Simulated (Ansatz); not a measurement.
Checking a run of Ansatz (a first-principles code) on BaGe (Cmcm, 4 atoms in the cell). The aim is a self-consistent single point with DFT, LDA (PW92), plane waves, default PAW files made with PBE.

Cell that was meant: a = 6.5861 Å, b = 6.5861 Å, c = 4.3290 Å, α = 90.00°, β = 90.00°, γ = 134.55°.

Part of the input:

Ansatz 0.2 input:
```yaml
    - { symbol: Ba, position: [0.86245000, 0.13755000, 0.75000000] }
    - { symbol: Ge, position: [0.43667000, 0.56333000, 0.25000000] }
    - { symbol: Ge, position: [0.56333000, 0.43667000, 0.75000000] }
basis:
  ecutwfc: 105.0
kpoints:
  mp_grid: { grid: [8, 8, 9] }
hamiltonian:
```

Output, abridged:

```
   [... lines left out ...]
PAW frozen core: Ge, regenerated for the run's functional, and the local potential with it
Initial density: superposition of atomic densities (neutral atoms: chi_scale 0, normalization atom), corrected by the library's trained network
Initial wavefunctions: pseudopotential atomic-orbital guess
Eigensolver: davidson
Functional: x = slater, c = lda
SCF iter   1: F=—  HF=-19721.221783 eV  |F-HF|=—  |Δ(HF+E_count)|=         —  Δρ=5.00e-1  dr2=1.60e2  ethr=1.77e-3  ⟨swp⟩=5.8  Hψ=13369  notcnv=0
all-band conjugate gradients solve this SCF's bands
preconditioner: auto → LDOS
SCF iter   2: F=—  HF=-19587.253097 eV  |F-HF|=—  |Δ(HF+E_count)|=    1.34e2  S|Δr|=    0.00e0  Δρ=2.33e-1  dr2=8.98e1  ethr=1.77e-3  ⟨swp⟩=6.3  Hψ=15330  notcnv=0  defer=22
   [... lines left out ...]
SCF iter   7: F=—  HF=-19536.016430 eV  |F-HF|=—  |Δ(HF+E_count)|=   2.83e-4  S|Δr|=    0.00e0  Δρ=8.87e-5  dr2=1.60e-5  ethr=1.86e-6  ⟨swp⟩=2.0  Hψ=4335  notcnv=0  defer=41
SCF iter   8: F=—  HF=-19536.016430 eV  |F-HF|=—  |Δ(HF+E_count)|=   8.03e-8  S|Δr|=    0.00e0  Δρ=1.44e-5  dr2=3.70e-7  ethr=3.34e-8  ⟨swp⟩=2.2  Hψ=4356  notcnv=0  defer=41
SCF iter   9: F=-19536.016430 eV  HF=-19536.016430 eV  |F-HF|=1.76e-8  |Δ(HF+E_count)|=  5.35e-10  S|Δr|=    0.00e0  Δρ=3.77e-6  dr2=3.23e-8  ethr=2.08e-10  ⟨swp⟩=9.9  Hψ=14128  notcnv=0
SCF 1 converged in 9 iterations: F = -19536.016430 eV  dr2 = 3.23e-8
Stability not checked (fill_not_monotonic)
Free energy (F): -19536.016430 eV
Internal energy: -19536.017797 eV  (E = F + TS)
E sigma→0 (E₀):  -19536.016772 eV
Entropy (-TS):   0.001367 eV (0.342 meV/atom)
Fermi energy:    7.281667 eV
--- Forces (eV/Å), atoms counted from 1 ---
  atom   1  Ba     0.00000000     1.98204833     0.00000000
  atom   2  Ba     0.00000000    -1.98204833     0.00000000
  atom   3  Ge     0.00000000   -10.75861335     0.00000000
  atom   4  Ge     0.00000000    10.75861335     0.00000000
--- Stress (GPa, compression-positive) ---
      -39.678746       0.000000       0.000000
        0.000000     -25.426825       0.000000
        0.000000       0.000000     -37.494259
  P = ⅓ Tr σ = -34.1999 GPa (-341.999 kbar)
  The stress holds the Pulay correction. Without it, at fixed plane waves, as pw.x and ABINIT print it: P = -1407.5534 GPa
```

Q: Can these results be used? Check the input.

A: The run is not sound. The fault is a basis or grid far too coarse for these potentials. Far below the cutoff that the potentials were made for, the basis cannot represent the orbitals near the nuclei, and energies, forces and above all the stress go wrong. To fix it, restore the cutoff that the potentials need and check convergence. The run converged in 9 iterations without an error; against the sound input the free energy goes up by 114 eV/atom, the pressure goes from -3.07 to -34.20 GPa and the largest force goes from 0.132 to 10.76 eV/Å. At a fixed set of plane waves, without the program's Pulay estimate, the pressure is -1407.55 GPa against -3.08 GPa.

The sound input it was made from differs as follows (other fixes are possible):
```diff
-basis:
-  ecutwfc: 105.0
```

With that input, the run converged in 8 iterations: free energy E − TS (on the zero of these files) -19993.1977 eV; Fermi level (on the code's own zero) 8.43 eV; pressure -3.07 GPa; largest force (vector length) 0.132 eV/Å (DFT, LDA (PW92), plane waves, default PAW files made with PBE).

On the sound input: the starting cell comes from a database of computed structures (which also holds hypothetical and non-ambient phases and stackings), without a prior relaxation at this level. With a pressure of about -3 GPa the cell is away from its equilibrium volume at this level. Ansatz's pressure includes its estimate of the finite-basis (Pulay) stress.
